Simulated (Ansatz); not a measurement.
BP (F-43m), r2SCAN with spin-orbit coupling, rigid bands run with Ansatz (a program for electronic structure): band gap 1.40 eV, N_c = 4.01e19 cm⁻³ and N_v = 2.28e19 cm⁻³ at 300 K, conductivity masses of 0.323 mₑ (electrons) and 0.398 mₑ (holes). Take k_BT = 0.02585 eV.

**Question.** What thermal injection velocity √(2k_BT/πm) limits a ballistic channel?

**Answer.** 9.47e6 cm/s for electrons and 8.53e6 cm/s for holes, a ratio of √(m_h/m_e) = 1.11, for dilute carriers.

**Question.** What built-in voltage has an abrupt junction with N_A = 1e17 and N_D = 1e18 cm⁻³, all dopants ionised?

**Answer.** V_bi = E_g/e − (k_BT/e) ln(N_c N_v/(N_A N_D)) = 1.40 − 0.02585 × 9.12 = 1.16 V. It follows the computed gap one for one.

**Question.** Find the intrinsic carrier density and the intrinsic Fermi level.

**Answer.** n_i = √(N_c N_v) exp(−E_g/2k_BT) = 3.02e19 × exp(−27.08) = 5.3e7 cm⁻³. The level lies (k_BT/2) ln(N_v/N_c) = -7 meV from mid-gap (positive towards the conduction band). Each 0.1 eV added to the gap lowers n_i by a factor of 6.9.

Rigid, parabolic bands with the computed gap; masses take one relaxation time for all states.
